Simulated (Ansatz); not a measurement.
Start from TiC in the rock salt structure (space group Fm-3m, No. 225).

```
TiC
1.0
    0.00000     2.16652     2.16652
    2.16652     0.00000     2.16652
    2.16652     2.16652     0.00000
C Ti
1 1
Direct
  0.00000   0.00000   0.00000
  0.50000   0.50000   0.50000
```

Levels (all Ansatz, a program for electronic structure, PAW): PBE (420 eV, scalar-relativistic without spin-orbit coupling); r2SCAN (500 eV, no spin-orbit coupling).

The geometry is relaxed with PBE.

- PBE pressure: 0.0 GPa

With r2SCAN at the same geometry, the pressure goes from zero to -0.9 GPa.

Single points use the geometry relaxed with PBE. Their cutoffs differ, which shifts pressures a little. Stability against distortions was not tested. All final runs are without spin polarisation.
